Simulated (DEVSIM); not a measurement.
Structure: Ru/Si3N4/p-Ge capacitor, at 250 K.

Layer 1 from the left is Si3N4, thickness (nm) 10.0. Layer 2 from the left is Ge, thickness (nm) 9200, Na (cm⁻³) 4.2e15.

Metal gate on the left, work function 4.7 eV. Fixed charge at the semiconductor interface 0 cm⁻² (in units of +e); no interface traps.

Constants are typed, rounded textbook-type inputs, not results; the design itself was drawn at random and stands for no fabricated device. Values at 300 K; Nc and Nv go as T^1.5, mobilities as T to minus their exponent, the gap by Varshni's rule with the affinity fixed.

Si3N4: gap (eV) 5.1, affinity (eV) 2.1, permittivity 7.5. Ge: gap (eV) 0.664, affinity (eV) 4, permittivity 16, Nc (cm⁻³) 1.04e19, Nv (cm⁻³) 6e18, Varshni α (eV/K) 0.000477, Varshni β (K) 235.

Model (solved in DEVSIM): 1D Poisson equation in equilibrium, Boltzmann statistics, complete ionisation; no quantum confinement or tunnelling. Metal contacts follow the ideal Schottky-Mott rule: no Fermi-level pinning, no interface dipoles.

Problem. What does the simulation give for the minimum of the low-frequency capacitance?

Solution. minimum of the low-frequency capacitance 0.0403 μF/cm².
